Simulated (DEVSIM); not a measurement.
Device: illuminated Si n-on-p cell, one wavelength, at 300 K.

```
layer (left to right)  material  thickness (μm)  Nd (cm⁻³)  Na (cm⁻³)   τn (s)   τp (s)  absorption coefficient (cm⁻¹)
---------------------  --------  --------------  ---------  ---------  -------  -------  -----------------------------
1                            Si          0.0830     5.6e18          -  0.00011   7.5e-6                            340
2                            Si            25.0          -     1.3e17  0.00034  0.00034                            340
```

Left contact: ohmic, minority hole recombination velocity 4e5 cm/s. Right contact: ohmic, minority electron recombination velocity 4e6 cm/s. Voltage is applied to the left contact. Recombination: SRH at mid-gap, radiative, Auger. Gap narrowing is on: ΔEg = 6.92 meV × (l + √(l² + 0.5)), l = ln(N/1.3e17 cm⁻³), shared equally by both band edges. Light enters at the left, 1.3e17 photons cm⁻² s⁻¹, one pass, no reflection. Mobility is constant in doping. Where it depends on doping, it is μmin + (μ − μmin)/(1 + (N/Nref)^α).

Constants are typed, rounded textbook-type inputs, not results; the design itself was drawn at random and stands for no fabricated device. Values at 300 K; Nc and Nv go as T^1.5, mobilities as T to minus their exponent, the gap by Varshni's rule with the affinity fixed. The table also holds parameters that only a changed run uses.

| parameter | Si |
|---|---|
| gap (eV) | 1.124 |
| affinity (eV) | 4.05 |
| permittivity | 11.7 |
| Nc (cm⁻³) | 2.86e19 |
| Nv (cm⁻³) | 3.1e19 |
| μn (cm²/Vs) | 1417 |
| μp (cm²/Vs) | 470 |
| μn,min | 52 |
| μp,min | 45 |
| Nref,n | 9.7e16 |
| Nref,p | 2.2e17 |
| αn | 0.68 |
| αp | 0.72 |
| T exponent of μn | 2.3 |
| T exponent of μp | 2.2 |
| B (cm³/s) | 4.7e-15 |
| Cn (cm⁶/s) | 2.8e-31 |
| Cp (cm⁶/s) | 9.9e-32 |
| Varshni α (eV/K) | 0.000473 |
| Varshni β (K) | 636 |

Simulated with DEVSIM: 1D drift-diffusion, Boltzmann statistics, complete ionisation; no tunnelling, impact ionisation, image-force lowering or self-heating.

Base results: potential step across the device at zero bias (V) 0.912; dark forward voltage at 100 A/cm² (V) 0.790; dark forward voltage at 1 A/cm² (V) 0.654; short-circuit current (mA/cm²) 6.87.

### Question
What follows from this one change: recombination velocity at the right contact 4e+06 → 10000 cm/s?

### Answer
potential step across the device at zero bias little changed (0.912 V); dark forward voltage at 100 A/cm² 0.790 → 0.795 V; dark forward voltage at 1 A/cm² 0.654 → 0.658 V; short-circuit current 6.87 → 9.88 mA/cm².

### Question
What follows from this one change: photon flux 1.3e+17 → 3.9e+16 cm^-2 s^-1?

### Answer
potential step across the device at zero bias little changed (0.912 V); dark forward voltage at 100 A/cm² little changed (0.790 V); dark forward voltage at 1 A/cm² little changed (0.654 V); short-circuit current 6.87 → 2.06 mA/cm².

### Question
What follows from this one change: doping-dependent mobility in place of the constant one?

### Answer
potential step across the device at zero bias little changed (0.912 V); dark forward voltage at 100 A/cm² 0.790 → 0.816 V; dark forward voltage at 1 A/cm² 0.654 → 0.672 V; short-circuit current little changed (6.85 mA/cm²).
